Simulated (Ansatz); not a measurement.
Functionals compared on CO on the 1x1 (111) surface of fcc Rh, one in a 2x2 cell, started at the site 'bridge Rh-Rh (span 2.7 Å)', in Ansatz (plane waves, PAW). The structure was relaxed with PBE; the other rows are single points on it, each with its references at the same level. Cutoff 420 eV (500 eV for r2SCAN).

Slab: 18 atoms, 6.5 Å thick at the start under the adsorbate (thin: gaps and levels are the slab's own); k 6x6x1, smearing 0.1 eV, dipole-corrected; 8 atoms held, the rest relaxed; start symmetry kept, larger cells not searched; no spin, no spin-orbit, no U, no dispersion correction. At the end it is bonded to 3 Rh. In PBE it is, or lies within 0.03 eV of, the lowest of the starts that converged. These notes are the PBE run's. Adsorption energies are against CO(g). A negative adsorption energy means that the adsorbate is more stable on the surface than in its reference.

```tsv
functional	adsorption energy (eV)	work function of the top face (eV)	change of the work function (eV)	rough cost of the single point
PBE	-1.90	6.31	1.17	–
RPBE	-1.52	6.17	1.21	around 2.2 core-minutes (rough)
r2SCAN	-2.03	6.43	1.29	very roughly 4 core-minutes
```

Ansatz is a quantum-chemistry and plane-wave program.
